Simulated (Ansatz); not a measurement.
## Y under a change: biaxial strain +3.00 %, plane normal [001], relaxed out of plane

The parent structure is Y in the hcp (Mg type) structure (space group P6_3/mmc, No. 194; a = 3.594 Å, c = 5.610 Å; relaxed with 0.1 eV smearing). Axes: x lies along a and z along c of the hexagonal cell.

Modification: tensile biaxial strain of 3.00 % in the plane normal to [001], as in epitaxy on a mismatched substrate; the out-of-plane cell vector and the atoms relax.

All numbers come from DFT with PBEsol, PAW potentials and a 420 eV plane-wave cutoff in Ansatz (an electronic-structure program), scalar-relativistic without spin-orbit coupling. Γ-centred 19×19×11 mesh, Fermi–Dirac width 0.1 eV, for the changed cell.

```json
[
 {"quantity": "volume per atom", "base": "31.38 Å³", "changed": "32.76 Å³", "shift": "+1.38 Å³"},
 {"quantity": "shortest interatomic distance", "base": "3.489 Å", "changed": "3.491 Å", "shift": "+0.002 Å"},
 {"quantity": "pressure (mean of the normal stresses, compression positive)", "base": "0.0 GPa", "changed": "-1.7 GPa", "shift": "-1.7 GPa"},
 {"quantity": "band gap", "base": "zero", "changed": "zero", "shift": "–"},
 {"quantity": "out-of-plane strain", "base": "–", "changed": "-1.59 %", "shift": "–"},
 {"quantity": "ratio −ε⊥/ε∥", "base": "–", "changed": "0.53", "shift": "–"}
]
```

Whether these cells are dynamically stable was not tested. All final runs are without spin polarisation.
